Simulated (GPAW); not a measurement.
Worked example: self-consistent single point of MoSi2 (P1, 3 atoms in the cell) in GPAW.

Computed with PBE, GPAW PAW datasets PBE (gpaw-data 1.0.1) (plane waves; GPAW 25.7.0).

The change in words: lattice scaled by 0.98. Reference geometry:
```yaml
crystal:
  lattice:
    - [-1.60500, 1.60500, 3.92500]
    - [1.60500, -1.60500, 3.92500]
    - [1.60500, 1.60500, -3.92500]
  atoms:
    - { symbol: Si, position: [0.65498, 0.67219, 0.00563] }
    - { symbol: Si, position: [0.34358, 0.34846, 0.02831] }
    - { symbol: Mo, position: [0.00144, 0.97936, 0.96605] }
```

Reference input (self-consistent single point, DFT PBE, plane waves, GPAW PAW datasets PBE (gpaw-data 1.0.1)): mode = pw; ecut = 550 eV; xc = PBE; kpts = 5 5 7; mesh shift (steps) = 0 0 0; occupations.name = fermi-dirac; occupations.width = 0.1 eV; nbands = -11; convergence.density = 1e-05 e/electron; convergence.energy = 1e-05 eV/electron; symmetry.symmorphic = false; symmetry.tolerance = 0.0005. This run's input differs from it in these lines:

```diff
@@ -5,5 +5,5 @@
 atoms = Atoms(['Si', 'Si', 'Mo'],
-              cell=[[-1.605000, 1.605000, 3.925000],
-                    [1.605000, -1.605000, 3.925000],
-                    [1.605000, 1.605000, -3.925000]],
+              cell=[[-1.572900, 1.572900, 3.846500],
+                    [1.572900, -1.572900, 3.846500],
+                    [1.572900, 1.572900, -3.846500]],
               scaled_positions=[[0.654979, 0.672185, 0.005634],
```

Output, abridged:

```
     iter     time        total  log10-change:
                         energy   eigst   dens
iter:   1 --:--:--   -24.114591
iter:   2 --:--:--   -23.905770   -0.89  -1.11
iter:   3 --:--:--   -23.253297   -1.33  -1.15
iter:   4 --:--:--   -23.246370   -3.03  -1.31
iter:   5 --:--:--   -23.224384   -1.94  -1.36
iter:   6 --:--:--   -23.207282   -2.76  -2.01
iter:   7 --:--:--   -23.200511   -3.43  -2.06
iter:   8 --:--:--   -23.200786   -4.38  -2.60
iter:   9 --:--:--   -23.200314   -4.39  -2.72
iter:  10 --:--:--   -23.200301   -6.21  -3.17
iter:  11 --:--:--   -23.200284c  -5.80  -3.21
iter:  12 --:--:--   -23.200280c  -6.41  -3.38
iter:  13 --:--:--   -23.200256c  -5.70  -3.45
iter:  14 --:--:--   -23.200256c  -7.53c -4.07
iter:  15 --:--:--   -23.200256c  -8.40c -4.09
iter:  16 --:--:--   -23.200255c  -8.05c -4.12
iter:  17 --:--:--   -23.200254c  -7.94c -4.26
iter:  18 --:--:--   -23.200254c  -7.67c -4.34
iter:  19 --:--:--   -23.200254c  -8.78c -4.42
iter:  20 --:--:--   -23.200254c  -8.51c -4.44
iter:  21 --:--:--   -23.200254c  -9.57c -4.58
iter:  22 --:--:--   -23.200254c  -8.70c -4.63
iter:  23 --:--:--   -23.200254c  -9.99c -5.25c
Converged after 23 iterations.

Dipole moment: (0.982480, -0.564447, 1.095388) |e|*Ang

Energy contributions relative to reference atoms: (reference = -125906.761132)

Kinetic:        +15.643384
Potential:      -13.055644
External:        +0.000000
XC:             -25.459009
Entropy (-ST):   -0.008039
Local:           -0.324965
SIC:             +0.000000
--------------------------
Free energy:    -23.204273
Extrapolated:   -23.200254

Showing only first 2 kpts
 Kpt  Band  Eigenvalues  Occupancy
  0     9     10.26846    2.00000
  0    10     13.24797    0.07989
  0    11     15.77649    0.00000
  0    12     16.27342    0.00000

  1     9     11.34820    2.00000
  1    10     11.60025    2.00000
  1    11     15.38758    0.00000
  1    12     16.44058    0.00000

Fermi level: 12.93002

No gap
No difference between direct/indirect transitions
Energy (eV): -23.200254

Forces in eV/Ang:
  0 Si   -0.93421    0.19622    1.01626
  1 Si   -0.73058   -0.48596    0.34016
  2 Mo    1.66471    0.28972   -1.35639

Stress tensor:
    -0.110919    -0.002933     0.008826
    -0.002933    -0.119701    -0.002565
     0.008826    -0.002565    -0.135784
Stress (GPa, Voigt): [-17.7712 -19.1781 -21.755   -0.4109   1.414   -0.4699]
```

The run converged in 23 iterations. GPAW prints stress with tension positive. Against the reference run the free energy rises by 57.3 meV/atom, the pressure goes from 4.30 to 19.57 GPa and the largest force goes from 1.729 to 2.167 eV/Å.

The starting cell has typed, rounded lattice constants, without a prior relaxation at this level. Its atoms were displaced at random from the sites of space group no. 139. For this run, on top of that: lattice scaled by 0.98. Spin polarisation is off. With a pressure of about 20 GPa the cell is away from its equilibrium volume at this level. Forces in this geometry exceed 1 eV/Å.

Cost on one core of a shared machine: roughly 50 s.
